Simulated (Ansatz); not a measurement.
Start from CdS in the wurtzite structure (space group P6_3mc, No. 186).

```
CdS
1.0
    4.19656     0.00000     0.00000
   -2.09828     3.63433     0.00000
    0.00000     0.00000     6.82898
Cd S
2 2
Cartesian
  2.09828   1.21144   0.00604
  0.00000   2.42289   3.42053
  2.09828   1.21144   4.26344
  0.00000   2.42289   0.84895
```

Cartesian axes are those of the cell as printed.

All numbers come from PBE (Ansatz, a quantum-chemistry and plane-wave program; PAW; 420 eV plane waves; no spin-orbit coupling).

Base values:

The band gap is 1.11 eV and the electron mass comes out as 0.12 mₑ along c, 0.13 mₑ across (at Γ). The volume per atom comes out as 26.04 Å³.

One thing is altered: uniaxial stress, 3 GPa tension along z, with the cell and atoms free to relax against it.

Task: What does the calculation give for the band gap after the change?

Result: The band gap falls by 0.17 eV, from 1.11 eV to 0.94 eV.

Task: Estimate the effect on the electron mass.

Result: The electron mass changes from 0.12 mₑ along c, 0.13 mₑ across (at Γ) to 0.11 mₑ along z, 0.12 mₑ across (at Γ).

Task: What happens to the energy relative to the base?

Result: The energy grows by 11 meV/atom.

Task: What does the calculation give for the secant Young's modulus along z after the change?

Result: The secant Young's modulus along z amounts to 67 GPa.

Task: What happens to the volume per atom?

Result: The volume per atom increases by 0.47 Å³ (26.04 Å³ → 26.51 Å³).

Load acts through the strain it causes; cell and atoms are relaxed under it. Effective masses come from finite differences of ±0.01 Å⁻¹. Stability under load was not tested beyond the relaxation.
